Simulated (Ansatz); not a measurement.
The parent structure is CoSi2 (space group Fm-3m, No. 225; a = 5.313 Å; non-magnetic).

Computed with PBEsol in Ansatz (plane waves to 420 eV, PAW, no spin-orbit coupling), earlier PAW set.

Before the change:

- Lattice parameter a: 5.313 Å

The change: every Co is replaced by Tl, then cell and atoms are relaxed.

**Question.** What happens to the lattice parameter a?

**Answer.** The lattice parameter a goes up by 1.250 Å (5.313 Å → 6.563 Å).

No phonon test of stability was made. As relaxed here, TlSi2 is a hypothetical phase, not in the database extracts checked. Seeded moments were not kept for the base. All final runs are without spin polarisation. An odd electron count without spin: TlSi2 and CoSi2.

Ansatz is a quantum-chemistry and plane-wave program.
